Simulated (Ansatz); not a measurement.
Levels about the gap of amorphous Si20Al2P2O48 (72 atoms in a cell of 1112 Å³, 2.16 g/cm³; zone centre alone, so wide bands show as single levels with stretches between that a denser mesh fills), at the geometry that PBE relaxed, where it gives 0.0 GPa on a denser mesh. The participation number counts the atoms over which a state spreads; weights are charges in smoothed Voronoi cells. The levels come from a single point, so bond lengths are those of that geometry. Method of the levels: PBE, scalar-relativistic without spin-orbit coupling (Ansatz, an electronic-structure program). Sampling: the zone centre alone; Fermi-Dirac width 0.02 eV; no spin polarisation. At PBE the levels at the filled edge of the gap are localised (band-tail or defect states), and the nearest spread-out levels lie 5.5 eV apart at the zone centre.

The cell was made by melting and quenching with the CHGNet potential and then relaxed with DFT. O atoms were pushed apart under 1.9 Å during the dynamics, to hinder bonds among them. The hot cell started wider than the set density and was brought back towards it in steps. It is the lowest in DFT energy of 2 quenches. It is a model cell: composition and starting density were chosen by hand, and all elements were melted together. No dispersion term was used. Its density started from a set value of 2.35 and ended at 2.16 g/cm³. The simulated quench (nominally 310 K/ps over its main leg) is rapid and tends to freeze in more defects than a deposited or slowly cooled glass has. Values belong to this one cell and scatter from quench to quench. Volume and shape were free in the relaxation.

```tsv
E - E(highest filled), eV	filling	participation number	largest on	weight O	weight Si	weight Al	weight P
-0.49	filled	9.8	O, 2 neighbours	0.95	0.03	0.01	0.00
-0.42	filled	13.0	O, 2 neighbours	0.95	0.03	0.01	0.00
-0.36	filled	10.4	O, 2 neighbours	0.95	0.03	0.01	0.01
-0.27	filled	6.0	O, 2 neighbours	0.95	0.03	0.01	0.01
-0.14	filled	5.6	O, 1 neighbours	0.94	0.02	0.00	0.03
-0.08	filled	5.7	O, 1 neighbours	0.95	0.02	0.00	0.03
0.00	filled	4.3	O, 1 neighbours	0.95	0.02	0.00	0.03
4.79	empty	51.2	Si, 4 neighbours	0.70	0.25	0.04	0.01
6.24	empty	32.8	Si, 4 neighbours	0.67	0.29	0.02	0.02
6.50	empty	30.9	Al, 4 neighbours	0.63	0.27	0.10	0.01
6.67	empty	42.8	Si, 4 neighbours	0.69	0.27	0.01	0.04
6.76	empty	37.5	O, 2 neighbours	0.71	0.24	0.02	0.03
```

Most localised among these is the filled level at +0.00 eV, on a O atom, which has 1 neighbours (P 1.47 Å).
